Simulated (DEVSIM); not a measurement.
Device: Ru/HfO2/p-Ge capacitor, at 250 K.

Layer 1 from the left is HfO2, thickness (nm) 11.0. Layer 2 from the left is Ge, thickness (nm) 700, Na (cm⁻³) 7.3e17.

Metal gate on the left, work function 4.7 eV. Fixed charge at the semiconductor interface -3.8e10 cm⁻² (in units of +e); no interface traps.

This is a model device: material constants are rounded textbook-type values typed into the input, and sizes, dopings and lifetimes were drawn at random. Values at 300 K; Nc and Nv go as T^1.5, mobilities as T to minus their exponent, the gap by Varshni's rule with the affinity fixed.

HfO2: gap (eV) 5.7, affinity (eV) 2.5, permittivity 22. Ge: gap (eV) 0.664, affinity (eV) 4, permittivity 16, Nc (cm⁻³) 1.04e19, Nv (cm⁻³) 6e18, Varshni α (eV/K) 0.000477, Varshni β (K) 235.

**Question.** Estimate by hand the flat-band voltage, the threshold voltage, and compare with a numerical solution.

**Answer.** 
- Flat-band voltage: C = 1.77 μF/cm², work-function difference 0.057 V; VFB = φms − qNf/C = 0.06 V; numerical 0.06 V.
- Threshold voltage: φF = 0.296 V, depletion charge √(4εqNφF) = 4.43e-7 C/cm²; VT = VFB + 2φF + Qd/C = 0.90 V; numerical 0.90 V.

Simulated with DEVSIM: 1D Poisson equation in equilibrium, Boltzmann statistics, complete ionisation; no quantum confinement or tunnelling. Metal contacts follow the ideal Schottky-Mott rule: no Fermi-level pinning, no interface dipoles.
